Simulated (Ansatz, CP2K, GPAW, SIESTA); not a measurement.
## Code comparison for CdS (F-43m, 2 atoms in the cell)

Band-structure calculation.

```
CdS
1.0
    0.00000     2.88351     2.88351
    2.88351     0.00000     2.88351
    2.88351     2.88351     0.00000
Cd S
1 1
Cartesian
  0.00000   0.00000   0.00000
  1.44175   1.44175   1.44175
```

Shared settings, as Ansatz (an electronic-structure program) writes them: kpoints.mp_grid.grid = 10 10 10; scf.occupations.method = fixed. Potentials and cutoffs stand in the table.

```
code                                                                                                                      model  gap along the path (eV)  smallest direct gap (eV)       cutoff
------  -----------------------------------------------------------------------------------------------------------------------  -----------------------  ------------------------  -----------
CP2K                                                    PBE, GPW, DZVP-MOLOPT-PBE-GTH basis, GTH-PBE potentials (POTENTIAL_UZH)                     1.20                      1.20  grid 500 Ry
SIESTA  GGA PBE, numerical atomic orbitals DZP, PseudoDojo PBE standard norm-conserving potentials (rewritten from UPF to PSML)                     1.49                      1.49  grid 350 Ry
GPAW                                                                               PBE, GPAW PAW datasets PBE (gpaw-data 1.0.1)                     1.20                      1.20       550 eV
Ansatz                                                                                                   PBE, default PAW files                     1.22                      1.22       420 eV
```

The spread over the programs that give each value: gap along the path within 0.29 eV; smallest direct gap within 0.29 eV.

CP2K and SIESTA use small atom-centred bases, whose incompleteness enters pressures, forces and empty levels differently from a plane-wave cutoff.

In the gap along the path, SIESTA stands apart from the plane-wave programs.

The starting cell comes from a database of computed structures (which also holds hypothetical and non-ambient phases and stackings), without a prior relaxation at this level. Its lattice was rescaled by a random factor within 2.5 % of one.

Left out of this page: Quantum ESPRESSO, Elk and FLEUR (not drawn, or without a comparable value).

Keys are those of Ansatz 0.2.
